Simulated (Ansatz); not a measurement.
The parent structure is Ba in the bcc (W type) structure (space group Im-3m, No. 229).

```
CELL_PARAMETERS angstrom
     -2.44095     2.44095     2.44095
      2.44095    -2.44095     2.44095
      2.44095     2.44095    -2.44095
ATOMIC_POSITIONS crystal
  Ba 0.00000 0.00000 0.00000
```

Cartesian axes are those of the cell as printed.

Calculations: Kohn–Sham DFT with the PBEsol functional, run in Ansatz (a program for electronic structure) with PAW and 420 eV plane waves, spin-orbit coupling left out.

Base values:

The shortest interatomic distance is 4.228 Å. The band gap is zero.

The change: a free-standing slab of 2 layers (2 atoms, 1 a layer) is cut normal to [110], with 15 Å of vacuum and the in-plane cell held at bulk.

Q: What happens to the excess energy per area of both faces?

A: The excess energy per area of both faces (slab less bulk energy over the cell's area: twice a surface energy) is 0.72 J/m².

Q: Estimate the effect on the shortest interatomic distance.

A: The shortest interatomic distance drops by 0.111 Å, from 4.228 Å to 4.117 Å.

Q: What happens to the band gap?

A: The band gap is still zero.

Slab and bulk use different k-meshes, which limits the precision of the excess energy. Whether these cells are dynamically stable was not tested.
